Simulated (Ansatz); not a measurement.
The parent structure is Ge in the diamond structure (space group Fd-3m, No. 227; a = 5.674 Å).

Computed with Ansatz (a first-principles code) r2SCAN, without spin-orbit coupling.

Strains are applied to the cell and any free atomic positions relax.

One change was made to it. Results:

```csv
quantity,base,after
"hole mass (degenerate bands, along [100])",–,"0.053, 0.19, 0.19 mₑ (at Γ)"
band gap,0.36 eV,0.66 eV
smallest direct gap,0.36 eV,1.27 eV
```

Task: What was done to the base?
A. isotropic strain −0.50 %
B. isotropic strain −3.00 %
C. isotropic strain −1.00 %
D. isotropic strain −1.50 %

Result: B, isotropic strain −3.00 %. For comparison, the band gap in the other runs: isotropic strain −1.00 % gives 0.54 eV; isotropic strain −1.50 % gives 0.59 eV; isotropic strain −0.50 % gives 0.49 eV.

Effective masses come from finite differences of ±0.01 Å⁻¹. No phonon test of stability was made. The real Ge has an indirect gap at ambient pressure; r2SCAN orders its close-lying valleys differently.
